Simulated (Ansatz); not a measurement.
Consider HfO2 (space group P4_2/nmc, No. 137).

```
HfO2
1.0
    3.56707     0.00000     0.00000
    0.00000     3.56707     0.00000
    0.00000     0.00000     5.16596
Hf O
2 4
Direct
  0.00000   0.00000   0.00000
  0.50000   0.50000   0.50000
  0.00000   0.50000   0.20010
  0.00000   0.50000   0.70010
  0.50000   0.00000   0.29990
  0.50000   0.00000   0.79990
```

Cartesian axes are those of the cell as printed.

Computed with PBEsol, PAW, 420 eV (Ansatz, a quantum-chemistry and plane-wave program; without spin-orbit coupling).

For the base:

- Band gap: 4.57 eV
- Gap character: indirect, A → Γ

Perturbation: uniaxial strain ε_zz = −2.61 %, all other strain components held at zero, atoms relaxed at fixed cell.

### Question
What does the calculation give for the band gap and gap character after the change?

### Answer
The band gap decreases by 0.19 eV (4.57 eV → 4.38 eV); the gap character becomes indirect, M–Γ (63 % along) → Γ (base: indirect, A → Γ).

Spin-orbit coupling, missing from the scalar runs, can matter with Hf. Whether these cells are dynamically stable was not tested. This is not the structure that HfO2 has at room temperature and ambient pressure.
